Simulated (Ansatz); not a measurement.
Output of an Ansatz run (abridged):

```
WARN basis.ecutwfc = 420 eV, the default
WARN ansatz: RAYON_NUM_THREADS=1 ignored (pool sized by the plan → 1); use --threads N
Pseudopotentials: kind: paw
Pseudopotential: Ti, paw, valence charge 12
Pseudopotential: Sn, paw, valence charge 14
Crystal: 8 atoms, lattice volume = 142.664 Å³
Basis set: ecut = 420 eV, 2775 PW (Γ), exchange–correlation on 80×80×64 points (8 copies of the dense FFT grid, shifted against one another)
Bands: 60, of which v1, the nominal top of the filled ones, is band 50 counted from 1 (49 counted from 0)
Symmetry: 8 space group operations
Space group: Cmcm (ITA 63), of the structure as read, at distance tolerance 5.2e-5 Å
k-points: 21 of 80
PAW frozen core: Ti, regenerated for the run's functional, and the local potential with it
PAW frozen core: Sn, regenerated for the run's functional, and the local potential with it
Initial density: superposition of atomic densities (neutral atoms: chi_scale 0, normalization atom), corrected by the library's trained network
Initial wavefunctions: pseudopotential atomic-orbital guess
Eigensolver: davidson
Functional: x = pbesol(κ = 0.804, μ = 0.12345679012345678), c = pbesol(β = 0.046)
SCF iter   1: F=—  HF=-26745.759758 eV  |F-HF|=—  |Δ(HF+E_count)|=         —  Δρ=7.66e-3  dr2=7.39e-2  ethr=1.77e-3  ⟨swp⟩=7.6  Hψ=5366  notcnv=0
all-band conjugate gradients solve this SCF's bands
preconditioner: auto → Kerker (q_TF=auto, 2.571 Å⁻¹)
SCF iter   2: F=—  HF=-26745.740324 eV  |F-HF|=—  |Δ(HF+E_count)|=   1.94e-2  Δρ=2.97e-3  dr2=1.15e-2  ethr=7.39e-5  ⟨swp⟩=2.7  Hψ=2336  notcnv=0  defer=66
SCF iter   3: F=—  HF=-26745.737478 eV  |F-HF|=—  |Δ(HF+E_count)|=   2.85e-3  Δρ=6.29e-4  dr2=3.48e-4  ethr=1.15e-5  ⟨swp⟩=2.8  Hψ=2068  notcnv=0  defer=66
SCF iter   4: F=—  HF=-26745.737500 eV  |F-HF|=—  |Δ(HF+E_count)|=   2.24e-5  Δρ=1.41e-4  dr2=2.38e-5  ethr=3.48e-7  ⟨swp⟩=2.0  Hψ=1559  notcnv=0  defer=66
SCF iter   5: F=—  HF=-26745.737553 eV  |F-HF|=—  |Δ(HF+E_count)|=   5.26e-5  Δρ=3.83e-5  dr2=2.41e-6  ethr=2.38e-8  ⟨swp⟩=2.0  Hψ=1475  notcnv=0  defer=66
SCF iter   6: F=-26745.737552 eV  HF=-26745.737552 eV  |F-HF|=4.65e-8  |Δ(HF+E_count)|=   4.32e-7  Δρ=7.93e-6  dr2=7.91e-8  ethr=1.00e-10  ⟨swp⟩=10.7  Hψ=6169  notcnv=0
SCF 1 converged in 6 iterations: F = -26745.737552 eV  dr2 = 7.91e-8
SCF converged after 6 iterations
Free energy (F): -26745.737552 eV
Harris-Foulkes:  -26745.737552 eV  (|F-HF|=4.65e-8)
Internal energy: -26745.731027 eV  (E = F + TS)
E sigma→0 (E₀):  -26745.734290 eV
Entropy (-TS):   -0.006525 eV (-0.816 meV/atom)
Fermi energy:    14.026499 eV
--- Per-component energies (eV) ---
  E_band       = -959.641942
  E_kinetic    = 2015.603864
  E_local      = -6052.991149  (includes V_loc(G=0)·N_el)
  E_nonlocal   = -0.204930
  E_hartree    = 2874.592535
  E_xc         = -1340.503978
  E_vxc        = -926.040577  (∫ρ·V_xc dr)
  E_paw        = -14273.247448  (= ΣΔE_a)
  E_vpaw       = -1745.207880  (= ΣTr[D̂ρ^β])
  E_aug_tail   = 0.000696  (compensation charges beyond the density's cutoff)
  E_ewald      = -9970.386602
  E_core_change = 1.405985  (= ΣΔE_core)
  E_smearing   = -0.006525  (= −TS)
  E_closure    = 0.000000  (closes the sum)
  Σ components = -26745.737552   (vs F -26745.737552, Δ=0.00e0)
--- Forces (eV/Å), atoms counted from 1 ---
  atom   1  Ti    -0.00000000     0.11891488     0.00000000
  atom   2  Ti     0.00000000    -0.11891488    -0.00000000
  atom   3  Ti    -0.03207487    -0.00527853     0.00000000
  atom   4  Ti     0.03207487     0.00527853    -0.00000000
  atom   5  Ti    -0.03207487     0.00527853    -0.00000000
  atom   6  Ti     0.03207487    -0.00527853     0.00000000
  atom   7  Sn     0.00000000     0.01854686     0.00000000
  atom   8  Sn    -0.00000000    -0.01854686    -0.00000000
  max |Σ_I F_I| component: 1.73e-17 eV/Å
--- Stress (GPa, compression-positive) ---
       -3.311783       0.000000       0.000000
        0.000000      -3.681247      -0.000000
        0.000000      -0.000000      -3.359465
  P = ⅓ Tr σ = -3.4508 GPa (-34.508 kbar)
  The stress holds the Pulay correction. Without it, at fixed plane waves, as pw.x and ABINIT print it: P = -3.4783 GPa
--- Band table (eV; the first three rows and the last of 21) ---
  k-point 0: bands = ["-42.5413", "-42.5187", "-42.4254", "-42.3930", "-42.3876", "-42.3360", "-19.1002", "-19.0654", "-19.0503", "-18.9974", "-18.9682", "-18.9539", "-18.9511", "-18.9394", "-18.9184", "-18.8244", "-18.7953", "-18.6836", "-18.6512", [...]
  k-point 1: bands = ["-42.5368", "-42.5188", "-42.4241", "-42.3933", "-42.3875", "-42.3415", "-19.0826", "-19.0753", "-19.0635", "-19.0322", "-19.0151", "-18.9865", "-18.9391", "-18.8751", "-18.8678", "-18.8244", "-18.7658", "-18.6886", "-18.6549", [...]
  k-point 2: bands = ["-42.5275", "-42.5208", "-42.4184", "-42.4065", "-42.3733", "-42.3557", "-19.0855", "-19.0703", "-19.0568", "-19.0563", "-19.0501", "-19.0467", "-18.8937", "-18.8406", "-18.8129", "-18.8109", "-18.7332", "-18.7071", "-18.6812", [...]
  k-point 20: bands = ["-42.5200", "-42.5197", "-42.4258", "-42.4077", "-42.3734", "-42.3557", "-19.0797", "-19.0515", "-19.0324", "-19.0145", "-18.9724", "-18.9267", "-18.8700", "-18.8626", "-18.8560", "-18.8410", "-18.8063", "-18.7976", [...]
```

The structure:

```xyz
8
Lattice="2.8664 -5.2485 0.0000 2.8664 5.2485 0.0000 0.0000 0.0000 4.7414" Properties=species:S:1:pos:R:3 pbc="T T T"
Ti     2.8664     3.3688     3.5561
Ti     2.8664    -3.3688     1.1854
Ti     1.3827     0.7685     3.5561
Ti     4.3500    -0.7685     1.1854
Ti     1.3827    -0.7685     1.1854
Ti     4.3500     0.7685     3.5561
Sn     2.8664    -1.7562     3.5561
Sn     2.8664     1.7562     1.1854
```

Task: Write an input that gives this output.

Result: Other spellings and defaults could give the same log, and not every line can be read from it. The input that was run (DFT, PBEsol, plane waves, default PAW files made with PBE):

Ansatz 0.2 input:
```yaml
crystal:
  lattice:
    - [2.866380, -5.248550, 0.000000]
    - [2.866380, 5.248550, 0.000000]
    - [0.000000, 0.000000, 4.741440]
  atoms:
    - { symbol: Ti, position: [0.179070, 0.820930, 0.750000] }
    - { symbol: Ti, position: [0.820930, 0.179070, 0.250000] }
    - { symbol: Ti, position: [0.167990, 0.314410, 0.750000] }
    - { symbol: Ti, position: [0.832010, 0.685590, 0.250000] }
    - { symbol: Ti, position: [0.314410, 0.167990, 0.250000] }
    - { symbol: Ti, position: [0.685590, 0.832010, 0.750000] }
    - { symbol: Sn, position: [0.667300, 0.332700, 0.750000] }
    - { symbol: Sn, position: [0.332700, 0.667300, 0.250000] }
kpoints:
  mp_grid: { grid: [4, 4, 5] }
hamiltonian:
  xc: pbesol
  pseudopotentials: { kind: paw }
scf:
  occupations: { method: gaussian, width: 0.0037 Ry }
output:
  forces: true
  eigenvalues: true
  stress: true
```

The starting cell comes from a database of computed structures (which also holds hypothetical and non-ambient phases and stackings), without a prior relaxation at this level. Spin polarisation is off. With a pressure of about -3 GPa the cell is away from its equilibrium volume at this level. Ansatz's pressure includes its estimate of the finite-basis (Pulay) stress.

Ansatz is a quantum-chemistry and plane-wave program.
